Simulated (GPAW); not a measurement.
Input and output of a self-consistent single point for NiS (P6_3/mmc, 4 atoms in the cell) (GPAW).

Method: LDA (Perdew-Wang 92), GPAW PAW datasets LDA (gpaw-data 1.0.1) (plane waves; GPAW).

```yaml
crystal:
  lattice:
    - [3.41116, 0.00000, 0.00000]
    - [-1.70558, 2.95415, 0.00000]
    - [0.00000, 0.00000, 5.14014]
  atoms:
    - { symbol: Ni, position: [0.00000, 0.00000, 0.50000] }
    - { symbol: Ni, position: [0.00000, 0.00000, 0.00000] }
    - { symbol: S, position: [0.33333, 0.66667, 0.75000] }
    - { symbol: S, position: [0.66667, 0.33333, 0.25000] }
```

Reference input (self-consistent single point, DFT PBEsol, plane waves, GPAW PAW datasets PBEsol (made by gpaw-setup)): mode = pw; ecut = 850 eV; xc = PBEsol; kpts = 15 15 9; mesh shift (steps) = 0 0 0; occupations.name = fermi-dirac; occupations.width = 0.1 eV; nbands = -12; convergence.density = 1e-05 e/electron; convergence.energy = 1e-05 eV/electron; symmetry.symmorphic = false; symmetry.tolerance = 0.0005. This run's input differs from it in these lines:

```diff
@@ -15,3 +15,3 @@
 calc = GPAW(mode=PW(850),
-            xc='PBEsol',
+            xc='LDA',
             kpts=(15, 15, 9),
```

Its files differ too (potentials: GPAW PAW datasets LDA (gpaw-data 1.0.1)).

Output (repeated stretches shortened):

```
     iter     time        total  log10-change:
                         energy   eigst   dens
iter:   1 --:--:--   -28.872186
iter:   2 --:--:--   -28.227157   -0.39  -1.40
iter:   3 --:--:--   -27.734176   -1.03  -1.50
iter:   4 --:--:--   -27.736937   -2.00  -1.66
iter:   5 --:--:--   -27.715128   -2.59  -1.84
iter:   6 --:--:--   -27.716260   -3.98  -2.34
iter:   7 --:--:--   -27.708014   -3.93  -2.34
iter:   8 --:--:--   -27.707934   -5.10  -3.13
iter:   9 --:--:--   -27.707933c  -5.93  -3.16
iter:  10 --:--:--   -27.707836c  -6.07  -3.42
iter:  11 --:--:--   -27.707834c  -7.56c -4.03
iter:  12 --:--:--   -27.707825c  -7.07  -4.06
iter:  13 --:--:--   -27.707822c  -7.99c -4.24
iter:  14 --:--:--   -27.707836c  -7.49c -4.49
iter:  15 --:--:--   -27.707834c  -8.39c -4.64
iter:  16 --:--:--   -27.707833c  -9.44c -4.75
iter:  17 --:--:--   -27.707834c  -8.67c -4.79
iter:  18 --:--:--   -27.707834c  -9.77c -5.39c
Converged after 18 iterations.

Dipole moment: (0.000000, 0.000000, -0.000000) |e|*Ang

Energy contributions relative to reference atoms: (reference = -104250.359627)

Kinetic:        +26.467400
Potential:      -19.675431
External:        +0.000000
XC:             -34.751744
Entropy (-ST):   -0.088040
Local:           +0.295961
SIC:             +0.000000
--------------------------
Free energy:    -27.751854
Extrapolated:   -27.707834

Showing only first 2 kpts
 Kpt  Band  Eigenvalues  Occupancy
  0    20      8.28574    1.99855
  0    21      8.75021    1.85993
  0    22     10.67951    0.00000
  0    23     10.67954    0.00000

  1    20      8.05392    1.99986
  1    21      8.62962    1.95589
  1    22     10.63000    0.00000
  1    23     10.63002    0.00000

Fermi level: 9.00882

No gap
No difference between direct/indirect transitions
Energy (eV): -27.707834

Forces in eV/Ang:
  0 Ni    0.00000    0.00000    0.00000
  1 Ni    0.00000    0.00000    0.00000
  2 S    -0.00000    0.00000   -0.00000
  3 S     0.00000   -0.00000    0.00000

Stress tensor:
     0.029331    -0.000000     0.000000
    -0.000000     0.029331     0.000000
     0.000000     0.000000     0.044004
Stress (GPa, Voigt): [ 4.6993  4.6993  7.0502  0.      0.     -0.    ]
```

The run converged in 18 iterations. GPAW prints stress with tension positive. Against the reference run the pressure goes from -0.56 to -5.48 GPa.

The starting cell comes from a database of computed structures (which also holds hypothetical and non-ambient phases and stackings), without a prior relaxation at this level. Its lattice was rescaled by a random factor within 2.5 % of one. Spin polarisation is off, so a magnetic state, if there is one, cannot be reached. With a pressure of about -5 GPa the cell is away from its equilibrium volume at this level.

Cost on one core of a shared machine: roughly 5 min.
